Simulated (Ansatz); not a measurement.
The starting structures come from a database of crystals and need not be the phases stable at ambient conditions.

By PBEsol, the system below comes out a metal.

Without scattering a metal conducts by its projected Fermi surface.

Given:

```xyz
5
Lattice="2.9083 0.0000 0.0000 0.0000 2.9093 0.0000 1.4542 0.0000 5.4927" Properties=species:S:1:pos:R:3 pbc="T T T"
Al     0.0000     0.0000     0.0000
Cr     2.9083     1.4547     3.8653
Cr     1.4542     1.4547     1.6274
B      2.9083     0.0000     2.2526
B      1.4542     0.0000     3.2401
```

Space group of this cell: Cmmm. The cell is taken as given; by PBEsol its mean pressure is -1.6 GPa.

The current flows along the normal of the first two printed cell vectors. No spin-orbit coupling; the value is a mean over 0.1 eV about the Fermi level.

**Question.** Predict the ballistic conductance per area from Ansatz (a quantum-chemistry and plane-wave program) with PBEsol.

**Answer.** 0.26 × 10¹⁵ S/m² for both spins.
